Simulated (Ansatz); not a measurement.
Take InP in the wurtzite structure (space group P6_3mc, No. 186; a = 4.169 Å, c = 6.846 Å; a model cell, its experimental status unchecked) as the base. Axes: x lies along a and z along c of the hexagonal cell.

It is then changed as follows: biaxial strain +2.04 %, plane normal [001], relaxed out of plane (Cartesian); in-plane vectors clamped, the third vector and the atoms free.

Computed with r2SCAN/PAW in Ansatz (a program for electronic structure), no SOC.

Base, band edges from the VBM (valence, conduction): K -2.34, 2.83; H -1.48, 2.86; M -1.01, 2.12; L -1.78, 2.05; A -0.57, 2.14; Γ 0.00, 1.10 eV.

Q: Give the band edges at the high-symmetry points of the new zone, measured from its valence-band maximum.

A: 
```json
[
 {"point": "Γ", "valence edge (eV)": "0.00", "conduction edge (eV)": "0.94"},
 {"point": "M", "valence edge (eV)": "-1.00", "conduction edge (eV)": "1.96"},
 {"point": "K", "valence edge (eV)": "-2.20", "conduction edge (eV)": "3.01"},
 {"point": "A", "valence edge (eV)": "-0.64", "conduction edge (eV)": "1.86"},
 {"point": "L", "valence edge (eV)": "-1.64", "conduction edge (eV)": "2.07"},
 {"point": "H", "valence edge (eV)": "-1.30", "conduction edge (eV)": "2.96"}
]
```

The gap is 0.94 eV, direct at Γ.

Stability against distortions was not tested. This is not the structure that InP has at room temperature and ambient pressure.
